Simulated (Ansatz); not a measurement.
**Eu in the bcc (W type) structure (space group Im-3m, No. 229; ferromagnetic)**

Eu is taken in the cubic space group Im-3m (No. 229), the bcc (W type) structure, Pearson symbol cI2. Lattice parameters: a = b = c = 4.2360 Å, α = β = γ = 90.00°. Eu on 2a sees 8 Eu at 3.669 Å and 6 Eu at 4.236 Å. (Neighbours: up to the widest gap in distance over summed covalent radii, below 1.35, at either atom.)
(The calculation used a cell of 1 atom; values per cell refer to that cell.)

Level of theory: plane-wave PAW DFT at the PBEsol level (Ansatz, a program for electronic structure, 420 eV), without spin-orbit coupling. Γ-centred 15×15×15 mesh, Fermi–Dirac width 0.05 eV.

- Volume per atom = 38.01 Å³
- Density = 6.64 g/cm³
- Band gap = zero
- Magnetic state = ferromagnetic
- Total energy = -8664.406 eV/atom (σ→0; compares only within this code and set-up)

The magnetic state is the one reached from the starting moments; the real material's order can differ, and small cells can't hold many antiferromagnetic ones. The state of the 4f shell was not checked for lower solutions. Stability against distortions was not tested.
